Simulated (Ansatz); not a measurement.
This Ansatz (a quantum-chemistry and plane-wave program) input is the reference run, GaAs in the zinc blende structure (space group F-43m, No. 216), computed with Kohn–Sham DFT with the PBE functional, run in Ansatz with PAW and 420 eV plane waves, scalar-relativistic without spin-orbit coupling:

Ansatz 0.2 input:
```yaml
crystal:
  lattice:
    - [0, 2.8727886121, 2.8727886121]
    - [2.8727886121, 0, 2.8727886121]
    - [2.8727886121, 2.8727886121, 0]
  atoms:
    - { symbol: Ga, position: [0, 0, 0] }
    - { symbol: As, position: [0.25, 0.25, 0.25] }
basis: { ecutwfc: 420, ecutrho_ratio: 4, xc_grid: 2, fft_grid_basis: typed }
kpoints: { mp_grid: { grid: [10, 10, 10] } }
hamiltonian:
  xc: pbe
  dispersion: none
  pseudopotentials: { kind: paw }
scf: { occupations: { method: fermi_dirac, width: 0.05 }, convergence: { dr2_threshold: 0.0000000002 } }
output: { forces: true, stress: true }
checkpoint: { write: state.ck, write_every: 1000 }
```

Write the input for this change: every lattice vector is stretched by 2.00 %, atoms relaxed at fixed cell.


Ansatz 0.2 input:
```yaml
crystal:
  lattice:
    - [0, 2.9302443843, 2.9302443843]
    - [2.9302443843, 0, 2.9302443843]
    - [2.9302443843, 2.9302443843, 0]
  atoms:
    - { symbol: Ga, position: [0, 0, 0] }
    - { symbol: As, position: [0.25, 0.25, 0.25] }
basis: { ecutwfc: 420, ecutrho_ratio: 4, xc_grid: 2, fft_grid_basis: typed }
kpoints: { mp_grid: { grid: [10, 10, 10] } }
hamiltonian:
  xc: pbe
  dispersion: none
  pseudopotentials: { kind: paw }
scf: { occupations: { method: fermi_dirac, width: 0.05 }, convergence: { dr2_threshold: 0.0000000002 } }
relax: { f_tol: 0.005, max_steps: 50 }
output: { forces: true, stress: true }
checkpoint: { write: state.ck, write_every: 1000 }
```
This is the input that was run.

The cells carry an imposed strain or load. No phonon test of stability was made. The final runs are not spin-polarised.
